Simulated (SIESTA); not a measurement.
Worked example: self-consistent single point of MgCo4O8 (R-3m, 13 atoms in the cell) in SIESTA.

Method of the run: SIESTA with GGA PBEsol, numerical atomic orbitals DZP, PseudoDojo PBEsol standard norm-conserving potentials (rewritten from UPF to PSML).

The change in words: parallel starting moments; Spin: default → polarized. Reference geometry:
```yaml
crystal:
  lattice:
    - [2.81073, 1.62278, 4.89061]
    - [-2.81073, 1.62278, 4.89061]
    - [0.00000, -3.24555, 4.89061]
  atoms:
    - { symbol: Mg, position: [0.50000, 0.50000, 0.50000] }
    - { symbol: Co, position: [0.50000, 0.50000, 0.00000] }
    - { symbol: Co, position: [0.00000, 0.50000, 0.50000] }
    - { symbol: Co, position: [0.50000, 0.00000, 0.50000] }
    - { symbol: Co, position: [0.00000, 0.00000, 0.00000] }
    - { symbol: O, position: [0.76132, 0.76132, 0.27229] }
    - { symbol: O, position: [0.23868, 0.23868, 0.72771] }
    - { symbol: O, position: [0.27229, 0.76132, 0.76132] }
    - { symbol: O, position: [0.72771, 0.23868, 0.23868] }
    - { symbol: O, position: [0.76132, 0.27229, 0.76132] }
    - { symbol: O, position: [0.23868, 0.72771, 0.23868] }
    - { symbol: O, position: [0.27080, 0.27080, 0.27080] }
    - { symbol: O, position: [0.72920, 0.72920, 0.72920] }
```

Reference input (self-consistent single point, DFT, GGA PBEsol, numerical atomic orbitals DZP, PseudoDojo PBEsol standard norm-conserving potentials (rewritten from UPF to PSML)): XC.functional = GGA; XC.authors = PBEsol; potentials = PseudoDojo PBEsol standard; PAO.BasisSize = DZP; PAO.EnergyShift = 0.005 Ry; MeshCutoff = 400 Ry; kgrid.MonkhorstPack = 4 4 4; OccupationFunction = FD; ElectronicTemperature = 1160.45 K; MaxSCFIterations = 150; SCF.Mixer.Method = Broyden; SCF.Mixer.Weight = 0.2. This run's input differs from it in these lines:

```diff
@@ -46,2 +46,18 @@
 ElectronicTemperature        1160.45 K
+Spin                         polarized
+%block DM.InitSpin
+  1 +0.00
+  2 +3.00
+  3 +3.00
+  4 +3.00
+  5 +3.00
+  6 +0.00
+  7 +0.00
+  8 +0.00
+  9 +0.00
+  10 +0.00
+  11 +0.00
+  12 +0.00
+  13 +0.00
+%endblock DM.InitSpin
```

Log, with long lists cut:

```
        iscf     Eharris(eV)        E_KS(eV)     FreeEng(eV)     dDmax    Ef(eV) dHmax(eV)
   scf:    1   -21537.906801   -21745.282885   -21745.785149  0.833024 -2.775129 29.071909
     spin moment: {S} , |S| = {        0.0        0.0   13.97216 }    13.97216
   scf:    2   -21748.479531   -21806.066099   -21806.411848  0.517388 -5.767453 22.740954
     spin moment: {S} , |S| = {        0.0        0.0    4.53370 }     4.53370
   scf:    3   -21462.050973   -21734.258126   -21734.607083  0.644189 -5.137339 57.129992
     spin moment: {S} , |S| = {        0.0        0.0    6.26175 }     6.26175
   [... lines left out ...]
     spin moment: {S} , |S| = {        0.0        0.0    1.60688 }     1.60688
   scf:   35   -21830.410186   -21830.410176   -21830.700231  0.000052 -5.936826  0.002963
     spin moment: {S} , |S| = {        0.0        0.0    1.60688 }     1.60688
   scf:   36   -21830.410133   -21830.410154   -21830.700232  0.000026 -5.936852  0.001021
     spin moment: {S} , |S| = {        0.0        0.0    1.60666 }     1.60666
   scf:   37   -21830.410141   -21830.410148   -21830.700232  0.000018 -5.936865  0.000832
     spin moment: {S} , |S| = {        0.0        0.0    1.60655 }     1.60655
SCF Convergence by DM+H criterion
max |DM_out - DM_in|         :     0.0000184288
max |H_out - H_in|      (eV) :     0.0008320697
SCF cycle converged after 37 iterations

Using DM_out to compute the final energy and forces

siesta: E_KS(eV) =           -21830.4101

siesta: E_KS - E_eggbox =    -21830.4101

siesta: Atomic forces (eV/Ang):
     1   -0.000000    0.000000   -0.000000
     2    0.000000    0.000000    0.000000
     3   -0.000000    0.000001    0.000000
     4    0.000000    0.000001    0.000000
     5    0.000000   -0.000000   -0.000000
     6   -0.000045    0.120604    0.340595
     7    0.000045   -0.120604   -0.340596
     8   -0.104433   -0.060291    0.340619
     9    0.104433    0.060291   -0.340619
    10    0.104425   -0.060339    0.340595
    11   -0.104425    0.060339   -0.340595
   [... lines left out ...]
siesta: FreeEng =    -21830.700232
siesta: Cell volume =        133.841758 Ang**3
siesta:         -52.66781779        -68.15195722  kBar
   [... lines left out ...]
     6    -0.650623    6.650623    0.011826  O
     7    -0.650623    6.650623    0.011826  O
     8    -0.650622    6.650622    0.011827  O
     9    -0.650623    6.650623    0.011827  O
    10    -0.650623    6.650623    0.011826  O
    11    -0.650623    6.650623    0.011826  O
    12    -0.457547    6.457547    0.094980  O
    13    -0.457547    6.457547    0.094980  O
 Total    -0.000000                1.606549
```

The run converged in 37 iterations. Against the reference run the free energy goes down by 1.3 meV/atom, the pressure goes from -5.47 to -5.27 GPa, the largest force goes from 0.385 to 0.361 eV/Å and a net moment of 0.12 μB/atom forms. The full log also holds: “initDM: WARNING: atom 1 has a closed-shell and cannot be polarized”.

The starting cell comes from a database of computed structures (which also holds hypothetical and non-ambient phases and stackings), without a prior relaxation at this level. The moments shrank to a small part of their start, a low-spin state that need not be the lowest. Values carry the incompleteness of an atom-centred basis. With a pressure of about -5 GPa the cell is away from its equilibrium volume at this level.

Cost on one core of a shared machine: roughly 5 min.
